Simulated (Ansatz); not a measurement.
## MoS2: response to strain

Take MoS2 (space group P6_3/mmc, No. 194; a = 3.149 Å, c = 12.089 Å; layered, stacked along the Cartesian z axis) as the base. Axes: x lies along a and z along c of the hexagonal cell.

Strains are applied to the cell and any free atomic positions relax.

Calculations: PBE-D3(BJ) (Ansatz, a program for electronic structure), no SOC.

Notes on the quantities. pressure: mean of the normal stresses, compression positive.

```
case                            volume per atom  smallest direct gap  band gap   pressure
------------------------------  ---------------  -------------------  --------  ---------
base                                   17.31 Å³              1.70 eV   0.77 eV   0.00 GPa
uniaxial strain ε_zz = +0.60 %         17.41 Å³              1.71 eV   0.81 eV  -0.16 GPa
uniaxial strain ε_zz = +1.20 %         17.51 Å³              1.71 eV   0.85 eV  -0.29 GPa
uniaxial strain ε_zz = +1.80 %         17.62 Å³              1.72 eV   0.88 eV  -0.41 GPa
uniaxial strain ε_zz = +2.40 %         17.72 Å³              1.72 eV   0.91 eV  -0.51 GPa
uniaxial strain ε_zz = +3.00 %         17.83 Å³              1.73 eV   0.95 eV  -0.62 GPa
```

No phonon test of stability was made.
